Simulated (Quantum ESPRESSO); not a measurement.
**Habitual settings against a tight run: MnNi3 (Pm-3m, 4 atoms in the cell)**

Self-consistent single point.

```
CELL_PARAMETERS angstrom
      3.47118     0.00000     0.00000
      0.00000     3.47118     0.00000
      0.00000     0.00000     3.47118
ATOMIC_POSITIONS crystal
  Mn 0.00000 0.00000 0.00000
  Ni 0.00000 0.50000 0.50000
  Ni 0.50000 0.00000 0.50000
  Ni 0.50000 0.50000 0.00000
```
Moments meant for the start (each program seeds them in its own way; μB, in the order of the atoms Mn Ni Ni Ni): 4.0 2.0 2.0 2.0.

Computed with PBEsol, GBRV 1.5 ultrasoft (PBESOL) pseudopotentials (plane waves; Quantum ESPRESSO).

Base settings: ecutwfc = 50 Ry; ecutrho = 400 Ry; occupations = smearing; smearing = fd; degauss = 0.0073499 Ry; nspin = 2; potentials = {Mn: mn_pbesol_v1.5.uspp.F.UPF, Ni: ni_pbesol_v1.4.uspp.F.UPF}; K_POINTS = automatic 8 8 8 0 0 0; conv_thr = 1e-09 Ry; mixing_beta = 0.3.

Tight run (finer mesh or higher cutoff; not a proven limit): ecutwfc: 50 Ry → 70 Ry; ecutrho: 400 Ry → 560 Ry; conv_thr: 1e-09 Ry → 7.3e-11 Ry; K_POINTS: automatic 8 8 8 0 0 0 → automatic 11 11 11 0 0 0. It gave Fermi level (on the code's own zero) 19.18 eV; pressure 6.38 GPa; size of the cell's spin moment 4.34 μB; site moments (μB, in the program's spheres or projections) Mn 2.88, Ni 0.48, Ni 0.48, Ni 0.48.

Quick runs, as changes from the base:
- A: the base itself
- B: ecutwfc: 50 Ry → 30 Ry; ecutrho: 400 Ry → 240 Ry; K_POINTS: automatic 8 8 8 0 0 0 → automatic 6 6 6 0 0 0
- C: degauss: 0.0073499 Ry → 0.0099958 Ry; pseudopotentials: {Mn: mn_pbesol_v1.5.uspp.F.UPF, Ni: ni_pbesol_v1.4.uspp.F.UPF} → {Mn: mn_lda_v1.5.uspp.F.UPF, Ni: ni_lda_v1.4.uspp.F.UPF}; K_POINTS: automatic 8 8 8 0 0 0 → automatic 4 4 4 0 0 0 [LDA (PZ)]

Energies are extrapolated to zero smearing width, which holds to low order in the width alone (under cold and Methfessel-Paxton smearing the free energy itself is taken).

Dashes: energy of C, another energy zero.

† marks runs with another functional, U, potentials or spin treatment: their distance from the tight run is not a convergence error alone.

The count of work is k-points × plane waves × bands × iterations; it is no time. Core times come from one kind of shared machine and are given to one figure; runs under 30 s give none.

The starting cell comes from a database of computed structures (which also holds hypothetical and non-ambient phases and stackings), without a prior relaxation at this level. Its lattice was rescaled by a random factor within 2.5 % of one. The magnetic order is the one reached from the typed start; others were not searched systematically. In the base run, with a pressure of about 6 GPa the cell is away from its equilibrium volume at this level.

```tsv
run	energy less tight (meV/atom)	pressure less tight (GPa)	size of the net moment less tight (μB/atom)	count of work / tight	core time / tight (rough)
A	7.3	0.02	0.01	0.34	0.4
B	1737.0	-182.76	-0.04	0.080	0.08
C†	–	-8.22	-0.02	0.092	0.1
```

Among the runs at the tight run's level, the energy misses run from 7.3 to 1737.0 meV/atom.

Left out of this page: 1 run of the series unsound by tests on forces, stress, charge or solver warnings; 2 runs of the series outside the window shown, repeating another row's setting, or not comparable.
